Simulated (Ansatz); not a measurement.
# Quick settings and what they miss: CoSi₂ (Fm-3m, 3 atoms in the cell)

Self-consistent single point.

```
CoSi2
1.0
    0.00000     2.67634     2.67634
    2.67634     0.00000     2.67634
    2.67634     2.67634     0.00000
Co Si
1 2
Direct
  0.00000   0.00000   0.00000
  0.75000   0.75000   0.75000
  0.25000   0.25000   0.25000
```

Level of theory: PBE, PAW files (plane waves; Ansatz, an electronic-structure program).

Base settings: basis.ecutwfc = 420 eV; kpoints.mp_grid.grid = 11 11 11; hamiltonian.xc = pbe; hamiltonian.pseudopotentials = {kind: paw} (the program's default PAW files); scf.occupations.method = gaussian; scf.occupations.width = 0.272 eV.

Tight run (finer mesh or higher cutoff; not a proven limit): basis.ecutwfc: 420 eV → 590 eV; kpoints.mp_grid.grid: 11 11 11 → 15 15 15; scf.convergence.dr2_threshold: default (1e-07 eV) → 1e-09 eV. It gave Fermi level (on the code's own zero) 12.91 eV; pressure 0.85 GPa.

Quick runs, as changes from the base:
- A: the base itself
- B: basis.ecutwfc: 420 eV → 335 eV; kpoints.mp_grid.grid: 11 11 11 → 6 6 6; scf.occupations.width: 0.272 eV → 0.5 eV
- C: basis.ecutwfc: 420 eV → 295 eV; kpoints.mp_grid.grid: 11 11 11 → 8 8 8; scf.occupations.method: gaussian → fermi_dirac
- D: basis.ecutwfc: 420 eV → 210 eV; kpoints.mp_grid.grid: 11 11 11 → 8 8 8; hamiltonian.xc: pbe → lda; scf.occupations.method: gaussian → fermi_dirac; scf.occupations.width: 0.272 eV → 0.5 eV [LDA (PW92)]
- E: basis.ecutwfc: 420 eV → 210 eV; kpoints.mp_grid.grid: 11 11 11 → 4 4 4; scf.occupations.width: 0.272 eV → 0.136 eV
- F: basis.ecutwfc: 420 eV → 250 eV; kpoints.mp_grid.grid: 11 11 11 → 3 3 3; scf.occupations.method: gaussian → methfessel_paxton; scf.occupations.width: 0.272 eV → 0.136 eV

Energies are extrapolated to zero smearing width, which holds to low order in the width alone.

Dashes: energy of D, another energy zero.

† marks runs with another functional, U, potentials or spin treatment: their distance from the tight run is not a convergence error alone.

The count of work is k-points × plane waves × bands × iterations; it is no time. 

Pressures in the table are Ansatz's without its Pulay estimate, at a fixed set of plane waves; the tight run's value above holds the estimate.

The starting cell comes from a database of computed structures (which also holds hypothetical and non-ambient phases and stackings), without a prior relaxation at this level. Its lattice was rescaled by a random factor within 2.5 % of one. Spin polarisation is off.

```
run  energy less tight (meV/atom)  pressure less tight (GPa)  count of work / tight
---  ----------------------------  -------------------------  ---------------------
A                             0.9                      -0.05                   0.25
B                            16.3                      -1.43                  0.051
C                            95.4                     -10.05                  0.085
D†                              –                    -171.15                  0.055
E                          2790.0                    -169.37                  0.011
F                           660.9                     -49.55                 0.0071
```

Among the runs at the tight run's level, the energy misses run from 0.9 to 2790.0 meV/atom.

Keys are those of Ansatz 0.2.
